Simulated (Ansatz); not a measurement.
**Pt, response to strain**

The parent structure is Pt in the fcc (Cu type) structure (space group Fm-3m, No. 225; relaxed with 0.1 eV smearing).

```xyz
1
Lattice="0.0000 1.9477 1.9477 1.9477 0.0000 1.9477 1.9477 1.9477 0.0000" Properties=species:S:1:pos:R:3 pbc="T T T"
Pt     0.0000     0.0000     0.0000
```

Cartesian axes are those of the cell as printed.

Strains are applied to the cell and any free atomic positions relax; under biaxial strain the out-of-plane vector relaxes too.

All numbers come from LDA (Ansatz, an electronic-structure program; PAW; 420 eV plane waves; no SOC).

Candidates:
(a) biaxial strain −1.50 %, plane normal [001], relaxed out of plane
(b) biaxial strain +2.00 %, plane normal [001], relaxed out of plane
(c) biaxial strain −0.50 %, plane normal [001], relaxed out of plane
(d) biaxial strain +2.50 %, plane normal [001], relaxed out of plane

Notes on the quantities. energy relative to the base: free energy F.

**Question.** Order them by energy relative to the base, lowest first.

**Answer.** (c) biaxial strain −0.50 %, plane normal [001], relaxed out of plane (+0.7 meV/atom), (a) biaxial strain −1.50 %, plane normal [001], relaxed out of plane (+6.3 meV/atom), (b) biaxial strain +2.00 %, plane normal [001], relaxed out of plane (+8.7 meV/atom), (d) biaxial strain +2.50 %, plane normal [001], relaxed out of plane (+13 meV/atom)

Whether these cells are dynamically stable was not tested. All final runs are without spin polarisation.
